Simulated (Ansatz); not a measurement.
CrAgO2, response to strain

The parent structure is CrAgO2 (space group R-3m, No. 166; ferromagnetic; a model cell).

```
CELL_PARAMETERS angstrom
      1.48312     0.85628     6.15181
     -1.48312     0.85628     6.15181
      0.00000    -1.71256     6.15181
ATOMIC_POSITIONS crystal
  Ag 0.00000 0.00000 0.00000
  Cr 0.50000 0.50000 0.50000
  O  0.11336 0.11336 0.11336
  O  0.88664 0.88664 0.88664
```

Cartesian axes are those of the cell as printed.

Strains are applied to the cell and any free atomic positions relax; under biaxial strain the out-of-plane vector relaxes too.

All numbers come from PBEsol/PAW in Ansatz (an electronic-structure program), no spin-orbit coupling.

Notes on the quantities. pressure: mean of the normal stresses, compression positive; energy relative to the base: free energy F.

```csv
change,pressure,band gap,largest site moment,volume per atom,energy relative to the base
base,0.0 GPa,0.28 eV,2.35 μB,11.72 Å³,0 meV/atom
"biaxial strain −3.86 %, plane normal [001], relaxed out of plane",7.6 GPa,zero,2.25 μB,11.14 Å³,+31 meV/atom
"biaxial strain −2.37 %, plane normal [001], relaxed out of plane",4.6 GPa,zero,2.30 μB,11.35 Å³,+12 meV/atom
"biaxial strain −0.70 %, plane normal [001], relaxed out of plane",1.30 GPa,0.17 eV,2.34 μB,11.61 Å³,+1.0 meV/atom
"biaxial strain +1.21 %, plane normal [001], relaxed out of plane",-2.09 GPa,0.46 eV,2.38 μB,11.92 Å³,+2.8 meV/atom
isotropic strain −0.89 %,4.8 GPa,0.32 eV,2.33 μB,11.41 Å³,+4.6 meV/atom
```

A case with no gap was solved on a k-mesh chosen for an insulator, which is coarse for it. Stability against distortions was not tested. No Hubbard U is applied and the magnetic state is the run's own (CrAgO2 ferromagnetic); small cells can't hold the antiferromagnetic order that many such compounds have, so gaps and moments can be off. A gap here joins edges of opposite spin (a spin-flip gap). The zero or small gap of CrAgO2 can change with the level of theory.
